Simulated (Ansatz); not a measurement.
The parent structure is ZnO in the wurtzite structure (space group P6_3mc, No. 186; a = 3.231 Å, c = 5.216 Å). Axes: x lies along a and z along c of the hexagonal cell.

Method: plane-wave PAW DFT at the PBEsol level (Ansatz, a first-principles code, 420 eV), without spin-orbit coupling, earlier PAW set.

Before the change:

- Volume per atom: 11.79 Å³
- Valence-band top at Γ: 0.00, 0.00, -0.10 eV

It is then changed as follows: biaxial strain +4.44 %, plane normal [001], relaxed out of plane (Cartesian); in-plane vectors clamped, the third vector and the atoms free.

How does this affect the volume per atom and valence-band top at Γ?

The volume per atom grows by 0.43 Å³, from 11.79 Å³ to 12.22 Å³; the valence-band top at Γ (three highest levels, from the VBM) becomes 0.00, 0.00, -0.11 eV (base: 0.00, 0.00, -0.10 eV).

The levels and masses belong to the bands next to the band gap. Whether these cells are dynamically stable was not tested.
